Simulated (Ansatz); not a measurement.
An Ansatz (a program for electronic structure) run: TaN with a change (pressure 10 GPa); plane-wave PAW DFT at the PBEsol level (Ansatz, 420 eV), scalar-relativistic without spin-orbit coupling.

Input:

Ansatz 0.2 input:
```yaml
crystal:
  lattice:
    - [5.1481276981, 0, 0]
    - [-2.574063849, 4.4584093684, 0]
    - [0, 0, 2.8965250674]
  atoms:
    - { symbol: Ta, position: [0, 0, 0] }
    - { symbol: Ta, position: [0.3333333333, 0.6666666667, 0.5] }
    - { symbol: Ta, position: [0.6666666667, 0.3333333333, 0.5] }
    - { symbol: N, position: [0.5, 0, 0] }
    - { symbol: N, position: [0.5, 0.5, 0] }
    - { symbol: N, position: [0, 0.5, 0] }
basis: { ecutwfc: 420, ecutrho_ratio: 4, xc_grid: 2, fft_grid_basis: typed }
kpoints: { mp_grid: { grid: [10, 10, 16] } }
hamiltonian:
  xc: pbesol
  dispersion: none
  pseudopotentials: { kind: paw }
scf: { occupations: { method: fermi_dirac, width: 0.05 } }
relax: { f_tol: 0.01, max_steps: 60, cell: { stress_tol: 0.02, p_target: 10 } }
output: { forces: true, stress: true }
checkpoint: { write: state.ck, write_every: 1000 }
```

Output (explanatory and most iteration lines left out):

```
Relaxation: its limit of steps is 60 (relax.max_steps)
Pseudopotential: Ta, paw, valence charge 13
Pseudopotential: N, paw, valence charge 5
Crystal: 6 atoms, lattice volume = 66.482 Å³
Basis set: ecut = 420 eV, 1287 PW (Γ), exchange–correlation on 72×72×40 points (8 copies of the dense FFT grid, shifted against one another)
Bands: 33, of which v1, the nominal top of the filled ones, is band 27 counted from 1 (26 counted from 0)
Symmetry: 24 space group operations
Space group: P6/mmm (ITA 191), of the structure as read, at distance tolerance 4.1e-5 Å
k-points: 126 of 1600
Functional: x = pbesol(κ = 0.804, μ = 0.12345679012345678), c = pbesol(β = 0.046)
SCF iter   1: F=—  HF=-30560.248086 eV  |F-HF|=—  |Δ(HF+E_count)|=         —  Δρ=1.21e-2  dr2=1.49e-1  ethr=1.77e-3  ⟨swp⟩=6.0  Hψ=17306  notcnv=0
SCF iter   2: F=—  HF=-30560.224839 eV  |F-HF|=—  |Δ(HF+E_count)|=   2.32e-2  Δρ=4.38e-3  dr2=1.61e-2  ethr=2.77e-4  ⟨swp⟩=2.0  Hψ=5874  notcnv=0  defer=67
SCF 1 converged in 7 iterations: F = -30560.221173 eV  dr2 = 5.70e-9
relax step   1: F+E_penalty+E_count = -30560.22117253 eV  Δ(F+E_penalty+E_count) = +0.000e0 eV  max|allowed force component| = 2.621e-17 eV/Å  Δτ_max = 0.0000 Å  P = +7.499 GPa  Ω = 66.482 Å³  (7 SCF iters, dr2 threshold 1.00e-7 eV, accepted)
[... steps on the carried basis left out ...]
relax step   6: F+E_penalty+E_count = -30560.19413368 eV  Δ(F+E_penalty+E_count) = +7.718e-6 eV  max|allowed force component| = 3.701e-17 eV/Å  Δτ_max = 0.0000 Å  P = +9.999 GPa  Ω = 65.986 Å³  stress off target by 1.14e-3 GPa  SCF on the basis re-selected at this cell (its energy is not comparable with the rows above)  (5 SCF iters)
SCF converged after 5 iterations
Free energy (F): -30560.194134 eV
Internal energy: -30560.186884 eV  (E = F + TS)
E sigma→0 (E₀):  -30560.190509 eV
Entropy (-TS):   -0.007250 eV (-1.208 meV/atom)
Fermi energy:    20.020430 eV
--- Forces (eV/Å), atoms counted from 1 ---
  atom   1  Ta    -0.00000000     0.00000000     0.00000000
  atom   2  Ta     0.00000000    -0.00000000     0.00000000
  atom   3  Ta    -0.00000000     0.00000000    -0.00000000
  atom   4  N     -0.00000000     0.00000000     0.00000000
  atom   5  N      0.00000000     0.00000000     0.00000000
  atom   6  N      0.00000000     0.00000000     0.00000000
--- Stress (GPa, compression-positive) ---
        9.998864      -0.000000       0.000000
       -0.000000       9.998864       0.000000
        0.000000       0.000000       9.999891
  P = ⅓ Tr σ = 9.9992 GPa (99.992 kbar)
--- Relaxed structure (4 steps of the walk, 4 accepted, 2 SCFs on fresh bases) ---
  cell:  # Å, volume = 65.9855 Å³
    - [5.131467270089311, -2.877410949983517e-11, 0.0]
    - [-2.565733635019736, 4.443981014600113, 0.0]
    - [0.0, 0.0, 2.8935754496337545]
  atoms:
    - { symbol: Ta, position: [-7.195555877625624e-35, 2.7347757553901536e-35, 0.0] }
    - { symbol: Ta, position: [0.33333333333333326, 0.6666666666666667, 0.5000000000000001] }
    - { symbol: Ta, position: [0.6666666666666667, 0.33333333333333337, 0.5000000000000001] }
    - { symbol: N, position: [0.5, -4.0389678347315804e-28, 0.0] }
    - { symbol: N, position: [0.5, 0.5000000000000001, 0.0] }
    - { symbol: N, position: [-2.7755575615628914e-17, 0.5000000000000001, 0.0] }
```

Load acts through the strain it causes; cell and atoms are relaxed under it. No phonon test of stability was made. No other phases were tried under pressure. All final runs are without spin polarisation. The cell was made from TaN (space group P6/mmm, No. 191) by this change: pressure 10 GPa. This is not the structure that TaN has at room temperature and ambient pressure.
